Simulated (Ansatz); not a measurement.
Band structure of Pd (Fm-3m, 1 atom in the cell).

```
Pd
1.0
    0.00000     1.92983     1.92983
    1.92983     0.00000     1.92983
    1.92983     1.92983     0.00000
Pd
1
Direct
  0.00000   0.00000   0.00000
```

Method of the run: PBE (plane waves, PAW; Ansatz, a quantum-chemistry and plane-wave program).

Settings: basis.ecutwfc = 30.9 Ry; kpoints.mp_grid.grid = 15 15 15; hamiltonian.xc = pbe; hamiltonian.pseudopotentials = {kind: paw} (the program's default PAW files); scf.occupations.method = gaussian; scf.occupations.width = 0.01 Ry; kpoints.band_path.npoints = 8.

The starting cell has typed, rounded lattice constants, without a prior relaxation at this level. Its lattice was rescaled by a random factor within 2.5 % of one. Spin polarisation is off.

Levels in eV from the Fermi level, bands 6 to 12:
```csv
point,6,7,8,9,10,11,12
Γ,-2.96,-2.96,-2.96,-1.28,-1.28,17.03,21.88
X,-5.32,-0.05,0.31,0.31,3.35,11.01,13.32
W,-3.53,-3.53,-1.39,0.31,9.07,9.07,10.57
K,-4.33,-2.06,-1.00,-0.16,7.25,8.22,11.04
L,-3.01,-3.01,-0.02,-0.02,0.96,7.52,16.43
U,-4.33,-2.06,-1.00,-0.16,7.25,8.22,11.04
```

Bands cross the Fermi level along this path, so the cell is metallic at this level.

Keys are those of Ansatz 0.2.
